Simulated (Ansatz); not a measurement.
The parent structure is Ti3Al (space group P6_3/mmc, No. 194).

```
Ti3Al
1.0
    5.75530     0.00000     0.00000
   -2.87765     4.98424     0.00000
    0.00000     0.00000     4.65460
Ti Al
6 2
Direct
  0.83025   0.66050   0.25000
  0.16975   0.83025   0.75000
  0.33950   0.16975   0.25000
  0.16975   0.33950   0.75000
  0.83025   0.16975   0.25000
  0.66050   0.83025   0.75000
  0.33333   0.66667   0.25000
  0.66667   0.33333   0.75000
```

Cartesian axes are those of the cell as printed.

Calculations: PBE (Ansatz, a first-principles code, PAW, no spin-orbit coupling), earlier PAW set.

Before the change:

Shortest interatomic distance: 5.337 bohr

It is then changed as follows: biaxial strain +1.34 %, plane normal [001], relaxed out of plane (Cartesian); in-plane vectors clamped, the third vector and the atoms free.

### Question
What does the calculation give for the energy relative to the base after the change?

### Answer
The energy goes up by 4.2 meV/atom.

### Question
Predict the new shortest interatomic distance.

### Answer
The shortest interatomic distance goes up by 0.030 bohr to 5.367 bohr.

No phonon test of stability was made. The final runs are not spin-polarised.
